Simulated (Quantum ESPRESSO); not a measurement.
Worked example: self-consistent single point of BaLaMg14 (P-6m2, 16 atoms in the cell) in Quantum ESPRESSO.

Computed with PBEsol, GBRV 1.5 ultrasoft (PBESOL) pseudopotentials (plane waves; Quantum ESPRESSO 7.5).

```yaml
crystal:
  lattice:
    - [6.84154, 0.00000, 0.00000]
    - [-3.42077, 5.92495, 0.00000]
    - [0.00000, 0.00000, 10.48355]
  atoms:
    - { symbol: Ba, position: [0.00000, 0.00000, 0.50000] }
    - { symbol: La, position: [0.00000, 0.00000, 0.00000] }
    - { symbol: Mg, position: [0.00552, 0.50276, 0.00000] }
    - { symbol: Mg, position: [0.49724, 0.99448, 0.00000] }
    - { symbol: Mg, position: [0.49724, 0.50276, 0.00000] }
    - { symbol: Mg, position: [0.00859, 0.50430, 0.50000] }
    - { symbol: Mg, position: [0.49571, 0.99141, 0.50000] }
    - { symbol: Mg, position: [0.49571, 0.50430, 0.50000] }
    - { symbol: Mg, position: [0.17670, 0.82330, 0.24509] }
    - { symbol: Mg, position: [0.64660, 0.82330, 0.75491] }
    - { symbol: Mg, position: [0.17670, 0.35340, 0.24509] }
    - { symbol: Mg, position: [0.17670, 0.82330, 0.75491] }
    - { symbol: Mg, position: [0.64660, 0.82330, 0.24509] }
    - { symbol: Mg, position: [0.17670, 0.35340, 0.75491] }
    - { symbol: Mg, position: [0.66667, 0.33333, 0.24950] }
    - { symbol: Mg, position: [0.66667, 0.33333, 0.75050] }
```

Reference input (self-consistent single point, DFT, PBEsol, plane waves, GBRV 1.5 ultrasoft (PBESOL) pseudopotentials): ecutwfc = 40 Ry; ecutrho = 200 Ry; occupations = smearing; smearing = fd; degauss = 0.0073499 Ry; potentials = {Ba: ba_pbesol_v1.uspp.F.UPF, La: la_pbesol_v1.uspp.F.UPF, Mg: mg_pbesol_v1.4.uspp.F.UPF}; K_POINTS = automatic 5 5 3 0 0 0; conv_thr = 1e-11 Ry. This run's input differs from it in these lines:

```diff
@@ -47,3 +47,3 @@
 K_POINTS {automatic}
-5 5 3  0 0 0
+6 6 3  0 0 0
```

Log, with long lists cut:

```
     Self-consistent Calculation

     iteration #  1     ecut=    40.00 Ry     beta= 0.70

     negative rho (up, down):  1.304E-01 0.000E+00

     total energy              =   -1922.70261742 Ry
     estimated scf accuracy    <       2.85114828 Ry

     iteration #  2     ecut=    40.00 Ry     beta= 0.70

     negative rho (up, down):  1.334E-01 0.000E+00

     total energy              =   -1921.80436523 Ry
     estimated scf accuracy    <      12.26184132 Ry

     iteration #  3     ecut=    40.00 Ry     beta= 0.70

     negative rho (up, down):  1.364E-01 0.000E+00

     total energy              =   -1922.97035042 Ry
     estimated scf accuracy    <       9.39540252 Ry

   [... 12 blocks of this kind left out ...]

     iteration # 16     ecut=    40.00 Ry     beta= 0.70

     negative rho (up, down):  1.434E-01 0.000E+00

     total energy              =   -1923.94703369 Ry
     estimated scf accuracy    <          1.4E-11 Ry

     iteration # 17     ecut=    40.00 Ry     beta= 0.70

     negative rho (up, down):  1.434E-01 0.000E+00
     End of self-consistent calculation

     the Fermi energy is     5.7414 ev

!    total energy              =   -1923.94703369 Ry
     estimated scf accuracy    <          2.1E-13 Ry
     smearing contrib. (-TS)   =      -0.02250407 Ry
     internal energy E=F+TS    =   -1923.92452963 Ry

     convergence has been achieved in  17 iterations

     negative rho (up, down):  1.434E-01 0.000E+00

     Forces acting on atoms (cartesian axes, Ry/au):

     atom    1 type  1   force =     0.00000000    0.00000000    0.00000000
     atom    2 type  2   force =     0.00000000    0.00000000    0.00000000
     atom    3 type  3   force =     0.00130150    0.00075142    0.00000000
     atom    4 type  3   force =    -0.00000000   -0.00150285   -0.00000000
     atom    5 type  3   force =    -0.00130150    0.00075142    0.00000000
   [... lines left out ...]
     Total force =     0.006043     Total SCF correction =     0.000001
   [... lines left out ...]

     negative rho (up, down):  1.434E-01 0.000E+00
          total   stress  (Ry/bohr**3)                   (kbar)     P=       -6.95
  -0.00005412   0.00000000   0.00000000           -7.96        0.00        0.00
   0.00000000  -0.00005412   0.00000000            0.00       -7.96        0.00
  -0.00000000  -0.00000000  -0.00003353           -0.00       -0.00       -4.93

   JOB DONE.
```

The run converged in 17 iterations. Against the reference run the free energy rises by 3.6 meV/atom, the pressure moves little (-0.69 to -0.70 GPa) and the largest force stays at 0.074 eV/Å.

The starting cell comes from a database of computed structures (which also holds hypothetical and non-ambient phases and stackings), without a prior relaxation at this level.

Cost on one core of a shared machine: roughly 10 min.
